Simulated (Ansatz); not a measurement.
CdS under load (space group P6_3mc), r2SCAN with spin-orbit coupling, rigid bands in Ansatz (a program for electronic structure). Condition of this run: biaxial stress in the c plane of 2.4 GPa (compression positive) (the target of the relaxation). Band gap 1.62 eV, N_c = 1.77e18 cm⁻³ and N_v = 3.66e19 cm⁻³ at 300 K, conductivity masses along x (a = (4.02, 0.00, 0.00) Å; b = (-2.01, 3.48, 0.00) Å; c = (0.00, 0.00, 6.87) Å) of 0.186 mₑ (electrons) and 1.02 mₑ (holes). Take k_BT = 0.02585 eV.

Problem. Find the intrinsic carrier density and the intrinsic Fermi level.

Solution. n_i = √(N_c N_v) exp(−E_g/2k_BT) = 8.05e18 × exp(−31.33) = 2.0e5 cm⁻³. The level lies (k_BT/2) ln(N_v/N_c) = 39 meV from mid-gap (positive towards the conduction band). Each 0.1 eV added to the gap lowers n_i by a factor of 6.9.

Problem. What thermal injection velocity √(2k_BT/πm) limits a ballistic channel along the direction named?

Solution. 1.25e7 cm/s for electrons and 5.33e6 cm/s for holes, a ratio of √(m_h/m_e) = 2.34, for dilute carriers.

Problem. What built-in voltage has an abrupt junction with N_A = 1e16 and N_D = 1e17 cm⁻³, all dopants ionised?

Solution. V_bi = E_g/e − (k_BT/e) ln(N_c N_v/(N_A N_D)) = 1.62 − 0.02585 × 11.08 = 1.33 V, for the computed gap.

Rigid bands with the computed gap; masses take one relaxation time for all states. Geometry: cell and atoms relaxed with PBEsol.
